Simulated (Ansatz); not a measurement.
Cells marked so need not be the phases stable at ambient conditions, and some may be hypothetical.

By PBEsol, each system below comes out a metal.

Ballistic conductance counts the channels of both spins, as a mean over 0.1 eV about the Fermi level; spin-orbit coupling is left out.

A. TiRe (Pm-3m, CsCl type, not sure to be the ambient phase, 2 atoms a cell, 15.0 Å³ an atom, -6 GPa at this level), current normal to (111)
B. TiNi (Pm-3m, CsCl type, not sure to be the ambient phase, 2 atoms a cell, 13.3 Å³ an atom, -3 GPa at this level), current normal to (111)
C. W (Im-3m, bcc (W type), 1 atom a cell, 15.9 Å³ an atom, -5 GPa at this level), current normal to (001)

Task: Order them by ballistic conductance per area (highest first) at the level PBEsol (Ansatz, a program for electronic structure).

Result: B (1.5 × 10¹⁵ S/m²), A (1.2 × 10¹⁵ S/m²), C (0.96 × 10¹⁵ S/m²)
